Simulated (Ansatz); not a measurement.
## BeTe (model structure, from the CsCl type, Pm-3m, No. 221): properties by level of theory

| level (code) | equilibrium lattice constant a (Å) | formation enthalpy (eV/atom) |
|---|---|---|
| PBE (Ansatz) | 3.357 | 0.766 |
| PBEsol (Ansatz) | 3.317 | 0.689 |
| PBE-D3(BJ) (Ansatz) | 3.297 | 0.756 |
| r²SCAN (Ansatz) | (withheld) | 0.861 |

Task: What belongs in the gaps?

Result: 
- r²SCAN (Ansatz, an electronic-structure program), equilibrium lattice constant a (Å): 3.364

Ansatz's density-functional and Hartree–Fock values are scalar-relativistic unless marked +SOC, with PAW data made under PBE.

A model structure was made by putting elements into a prototype or built by hand; it is no filed structure, need not be a known phase, and can be a saddle point held by its symmetry.
